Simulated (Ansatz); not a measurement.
**rock-salt TiN: the defect W_Ti**

Method: PBE, PAW (plane waves to 420 eV; Ansatz, a first-principles code). Cell: 64 sites, 2×2×2; final energies on a 4×4×4 shifted mesh. The relaxation kept the symmetry of the starting site. Site at the start: the Ti site. These values are not converged in cell size to better than tenths of an eV.  Spin–orbit coupling is left out, which matters for these heavy elements, and no Hubbard U is applied to the open shells. Each state is the lowest found from its start.

Formation energies E_f are those of the neutral cell. Chemical conditions: N-rich (Δμ(Ti) = -3.43 eV, Δμ(W) = -0.34 eV, bounded by WN (P6_3/mmc); only phases computed here count, gases as isolated molecules at 0 K). Reference phases: Ti: hcp Ti, W: bcc W.

```csv
charge,moment (μB),point group,largest move off a lattice site (Å),"E_f, N-rich (eV)",above the lowest spin state (eV)
0,not spin-polarised,Oh,0.02,0.30,0.00
0,0.0,Oh,0.03,0.30,0.00
```

Point groups are those of the whole cell at tolerances of 0.03 and 0.1 Å ("near" where only the looser one holds); none is given for unsettled states.

Starting moments that weren't kept: charge 0 began with 2 μB and ended with 0.0.

All states together cost roughly 26 core-minutes.
